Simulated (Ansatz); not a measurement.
Seebeck coefficient (μV/K, mean over directions) of p-type CaTiO3 (Pm-3m) against carrier density, PBEsol, rigid bands run with Ansatz (an electronic-structure program). Computed gap 1.89 eV; densities at which minority carriers matter at this gap, or further valleys turn the trend, are left out. Conductivity mass 1.82 mₑ (harmonic mean over directions), N_v = 2.7e20 cm⁻³ at 300 K.

```tsv
hole density	300 K	500 K
1e16 cm⁻³	1104	1173
1e17 cm⁻³	906	?
1e18 cm⁻³	707	?
3e18 cm⁻³	613	681
1e19 cm⁻³	509	578
3e19 cm⁻³	415	483
1e20 cm⁻³	314	381
3e20 cm⁻³	?	288
1e21 cm⁻³	141	192
```

**Question.** Fill in the missing entries.

**Answer.** 
- 1e17 cm⁻³, 500 K: 974
- 1e18 cm⁻³, 500 K: 776
- 3e20 cm⁻³, 300 K: 226

Rigid bands with a gap fixed in temperature, one relaxation time for all states, no polarons or phonon drag, and whether or not such doping can be reached. Spin-orbit coupling is left out; where it splits the top of the valence band, N_v and the p-type Seebeck coefficient come out somewhat high without it.

CaTiO3 (Pm-3m): a high-temperature phase held by its symmetry.
